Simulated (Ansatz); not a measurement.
**ZnCu2SnSe4: pressure 3 GPa**

Consider ZnCu$_{2}$SnSe$_{4}$ (space group I-4, No. 82; a = 5.658 Å, c = 11.318 Å).

One thing is altered: a hydrostatic pressure of 3 GPa.

Method: Ansatz (a quantum-chemistry and plane-wave program) PBEsol, spin-orbit coupling left out. Γ-centred 8×8×8 mesh, Fermi–Dirac width 0.05 eV.

| quantity | base | changed | shift |
|---|---|---|---|
| volume per atom | 22.65 Å³ | 21.73 Å³ | -0.911 Å³ |
| density | 5.75 g/cm³ | 5.99 g/cm³ | +0.24 g/cm³ |
| lattice parameter a | 5.658 Å | 5.582 Å | -0.076 Å |
| c/a ratio | 2.000 | 1.999 | -0.001 |
| shortest interatomic distance | 2.384 Å | 2.350 Å | -0.0332 Å |
| enthalpy H = E + PV relative to the base's energy | – | +0.42 eV/atom | – |
| band gap | zero | zero | – |
| valley order (the lowest conduction-band minima on the path, energy above the VBM, named in the base's zone) | Γ 0.02 eV; X (0, 0, 1/2) 0.13 eV; M (1/2, 1/2, 1/2) 0.83 eV | Γ 0.02 eV; X (0, 0, 1/2) 0.18 eV; M (1/2, 1/2, 1/2) 0.85 eV | – |

Load acts through the strain it causes; cell and atoms are relaxed under it. Whether these cells are dynamically stable was not tested. The final runs are not spin-polarised. Gaps under 0.05 eV, about the width of the smearing, are given as zero. The zero or small gap of ZnCu2SnSe4 can change with the level of theory.
